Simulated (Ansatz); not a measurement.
Base system: BaS in the zinc blende structure (space group F-43m, No. 216; a = 7.0381 Å; a hypothetical phase, not in the database extracts checked).

The values are results of r2SCAN (Ansatz, a first-principles code), no spin-orbit coupling, not measurements.

For the base:

The gap character is indirect, W → Γ and the band gap comes out as 3.07 eV. The electron mass is 0.39 mₑ (at Γ).

The change: every lattice vector is shortened by 1.76 %, atoms relaxed at fixed cell.

Task: Estimate the effect on the gap character, band gap and electron mass.

Result: The gap character remains indirect, W → Γ; the band gap rises by 0.07 eV (3.07 eV → 3.14 eV); the electron mass stays 0.39 mₑ (at Γ).

The cells carry an imposed strain or load. Effective masses come from finite differences of ±0.01 Å⁻¹. No phonon test of stability was made.
